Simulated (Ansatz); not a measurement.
# Ca: strain along the normal

Ca (fcc, Fm-3m, 40.599 Å³/atom at rest) under an equal strain ε in the (001) plane with the normal axis free, as in a coherent film. PBEsol in Ansatz, a plane-wave DFT program (PAW, default set), 420 eV, 21×21×21 Γ-centred mesh, Fermi-Dirac smearing 0.10 eV; ions are relaxed within the symmetry of each cell.

Here s stands for strain and y for normal strain.

| strain (%) | normal strain (%) |
|---|---|
| -3.00 | ? |
| -1.50 | 1.95 |
| -1.00 | 1.34 |
| -0.50 | 0.70 |
| 0.00 | 0.00 |
| 0.50 | -0.66 |
| 1.00 | -1.38 |
| 1.50 | -2.13 |

The 7 complete rows are fitted with a straight line, y against s. Means: s 0, y -0.026. About the means, the sum of products is -9.5200 and the sum of squares of s is 7.0000; the slope is their ratio. Least squares gives y = -0.026 - 1.3600·s. Residuals (row less fit): -0.064, 0.006, 0.046, 0.026, 0.046, 0.006, -0.064; standard error 0.051 (degrees of freedom: 5). The slope, -1.36 ± 0.02, is the elastic response of the normal axis, −2C12/C11 for this plane.

Task: What does the fit predict for y at s = -3.00, and how far is the calculated value from it?

Result: y = -0.026 - 1.3600 × (-3.0) = 4.054%. The calculation gives 3.66%, 0.394% below the prediction (6.8 % of the range of y in the table). The row lies outside the fitted rows, so this is an extrapolation. From the scatter of the fitted rows alone, a prediction at this place has a standard error of 0.080%, so the miss is 4.9 times that.

One order more, fitted to all 13 runs of the series, follows each within 0.02, so the miss is the next term of a smooth law. In a metal these values are sensitive to mesh and smearing; energies are taken to zero smearing, stresses follow the free energy. Rows are the converged runs of the series near zero and its far end; series whose fitted rows scatter by over a few per cent of the range, as at a crossing or softening among them, aren't shown in this form. Most that stay on the fit to the last digits aren't either.
